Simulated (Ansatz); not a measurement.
## Defect calculation: Se on the As site (Se_As) in zinc-blende GaAs

Calculation: PBE, PAW (plane waves to 420 eV; Ansatz, a quantum-chemistry and plane-wave program). The supercell holds 64 host sites (2×2×2 repeats of the unit cell), with a 2×2×2 shifted k-point sampling for the final energies. Site at the start: the As site. Energies of charged states are corrected for periodic images (point charge plus alignment at distant sites). Dielectric constants: PBE linear response of the host. Host gap at this level: 0.16 eV. These values are not converged in cell size to better than tenths of an eV. PBE closes or nearly closes this host's gap, so even the neutral cell can hold carriers in host bands. Spin–orbit coupling is left out. Each state is the lowest found from its start.

Formation energies E_f are given with the Fermi level at the valence-band maximum. Chemical conditions: As-rich (Δμ(As) = 0.00 eV, Δμ(Se) = -0.51 eV, bounded by Ga2Se3 (Cc); only phases computed here count, gases as isolated molecules at 0 K); Ga-rich (Δμ(As) = -0.70 eV, Δμ(Se) = -1.19 eV, bounded by GaSe (P6_3/mmc); only phases computed here count, gases as isolated molecules at 0 K). Reference phases: As: rhombohedral As, Se: trigonal Se.

Charges from +1 to −1 were run; one beyond them could lie lower near a band edge.

| charge | moment (μB) | largest move off a lattice site (Å) | image correction with alignment (eV) | E_f, As-rich (eV) | E_f, Ga-rich (eV) |
|---|---|---|---|---|---|
| +1 | not spin-polarised | 0.11 | 0.10 | -0.05 | -0.08 |
| 0* | quenched | 0.10 | – | – | – |
| −1* | not spin-polarised | 0.10 | – | – | – |

* At this level the carrier isn't localised at the defect: at charge 0 electrons occupy the conduction band; at charge −1 electrons occupy the conduction band. Such a state is shallow or no state of the defect, and this cell gives it no level.

Starting moments that weren't kept: charge 0 began with 1 μB and ended with 0.0.
